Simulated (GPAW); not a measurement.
Band structure of Rb3Ge (I4/mmm, 4 atoms in the cell).

```yaml
crystal:
  lattice:
    - [-3.14943, 3.14943, 4.86351]
    - [3.14943, -3.14943, 4.86351]
    - [3.14943, 3.14943, -4.86351]
  atoms:
    - { symbol: Rb, position: [0.75000, 0.25000, 0.50000] }
    - { symbol: Rb, position: [0.25000, 0.75000, 0.50000] }
    - { symbol: Rb, position: [0.50000, 0.50000, 0.00000] }
    - { symbol: Ge, position: [0.00000, 0.00000, 0.00000] }
```

Method of the run: LDA (Perdew-Wang 92), GPAW PAW datasets LDA (gpaw-data 1.0.1) (plane waves; GPAW).

Settings: mode = pw; ecut = 600 eV; xc = LDA; kpts = 6 6 6; mesh shift (steps) = 0 0 0; occupations.name = fermi-dirac; occupations.width = 0.05 eV; nbands = -8; symmetry.symmorphic = false; symmetry.tolerance = 0.0005; maxiter = 120; bandpath_npoints = 40.

The starting cell comes from a database of computed structures (which also holds hypothetical and non-ambient phases and stackings), without a prior relaxation at this level. Its lattice was rescaled by a random factor within 2.5 % of one.

Levels in eV from the Fermi level, bands 12 to 19:
| point | 12 | 13 | 14 | 15 | 16 | 17 | 18 | 19 |
|---|---|---|---|---|---|---|---|---|
| Γ | -11.99 | -6.92 | -0.46 | -0.02 | 0.03 | 0.03 | 1.77 | 2.08 |
| X | -11.99 | -6.78 | -0.91 | 0.04 | 0.07 | 0.86 | 1.15 | 3.02 |
| Y | -12.00 | -6.78 | -0.62 | -0.52 | -0.20 | 1.18 | 2.07 | 2.82 |
| S | -12.01 | -6.78 | -0.78 | -0.59 | 0.06 | 1.23 | 2.08 | 2.93 |
| Z | -12.01 | -6.78 | -1.07 | 0.17 | 0.17 | 0.76 | 1.32 | 2.74 |
| S1 | -12.01 | -6.78 | -0.78 | -0.59 | 0.06 | 1.23 | 2.08 | 2.93 |
| N | -12.01 | -6.80 | -1.15 | -0.11 | -0.04 | 1.50 | 2.30 | 2.68 |
| P | -12.00 | -6.78 | -0.56 | -0.56 | -0.09 | 1.11 | 2.19 | 2.19 |
| Y1 | -12.00 | -6.78 | -0.62 | -0.52 | -0.20 | 1.18 | 2.07 | 2.82 |

Bands cross the Fermi level along this path, so the cell is metallic at this level.
